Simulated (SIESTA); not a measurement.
Band structure of Cr2C (P-3m1, 3 atoms in the cell).

```
Cr2C
1.0
    2.83384     0.00000     0.00000
   -1.41692     2.45418     0.00000
    0.00000     0.00000     4.25842
Cr C
2 1
Cartesian
  1.41692   0.81806   1.05060
  0.00000   1.63612   3.20783
  0.00000   0.00000   2.12921
```

Computed with GGA PBEsol, numerical atomic orbitals DZP, PseudoDojo PBEsol standard norm-conserving potentials (rewritten from UPF to PSML) (SIESTA).

Settings: XC.functional = GGA; XC.authors = PBEsol; potentials = PseudoDojo PBEsol standard; PAO.BasisSize = DZP; PAO.EnergyShift = 0.01 Ry; MeshCutoff = 400 Ry; kgrid.MonkhorstPack = 11 11 6; OccupationFunction = FD; ElectronicTemperature = 0.1 eV; MaxSCFIterations = 150; SCF.Mixer.Method = Pulay; SCF.Mixer.Weight = 0.1; SCF.Mixer.History = 8; SCF.DM.Tolerance = 1.0E-05.

The starting cell comes from a database of computed structures (which also holds hypothetical and non-ambient phases and stackings), without a prior relaxation at this level. Its lattice was rescaled by a random factor within 2.5 % of one. Spin polarisation is off. Values carry the incompleteness of an atom-centred basis.

Levels in eV from the Fermi level, bands 13 to 18:
```tsv
point	13	14	15	16	17	18
Γ	-2.26	-0.85	-0.85	-0.79	-0.76	-0.76
M	-3.68	-2.35	-0.97	0.68	1.04	1.38
K	-2.90	-2.27	-2.27	0.97	0.97	1.09
A	-1.88	-1.46	-1.44	-1.44	0.36	0.36
L	-2.70	-1.90	-1.11	-0.35	0.64	0.83
H	-1.79	-1.79	-1.77	-0.26	0.44	0.44
```

Bands cross the Fermi level along this path, so the cell is metallic at this level.

Higher empty bands are left out: an atom-centred basis made for the valence describes them poorly.
